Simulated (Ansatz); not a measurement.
Base system: CdSe in the wurtzite structure (space group P6_3mc, No. 186).

```xyz
4
Lattice="4.2475 0.0000 0.0000 -2.1238 3.6785 0.0000 0.0000 0.0000 6.9410" Properties=species:S:1:pos:R:3 pbc="T T T"
Cd     0.0000     2.4523     0.0022
Cd     2.1238     1.2262     3.4727
Se     0.0000     2.4523     2.6076
Se     2.1238     1.2262     6.0781
```

Computed with LDA (Ansatz, a first-principles code, PAW, no SOC).

Strains are applied to the cell and any free atomic positions relax.

One change was made to it. Results:

The band gap falls by 0.11 eV, from 0.46 eV to 0.35 eV; the valence-band top at Γ (three highest levels, from the VBM) changes from 0.00, 0.00, -0.07 eV to 0.00, 0.00, -0.06 eV; the energy grows by 13 meV/atom; the electron mass becomes 0.038 mₑ (at Γ) (base: 0.047 mₑ (at Γ)).

Q: Which change produced these results?
A. isotropic strain +1.20 %
B. isotropic strain +1.80 %
C. isotropic strain +3.00 %
D. isotropic strain +2.40 %

A: B, isotropic strain +1.80 %. For comparison, the energy relative to the base in the other runs: isotropic strain +3.00 % gives +35 meV/atom; isotropic strain +1.20 % gives +6.0 meV/atom; isotropic strain +2.40 % gives +23 meV/atom.

Masses are band curvatures over ±0.01 Å⁻¹ around the edge. Whether these cells are dynamically stable was not tested. A zero or small gap of CdSe under isotropic strain +3.00 % can be the functional's error rather than a property of the material.
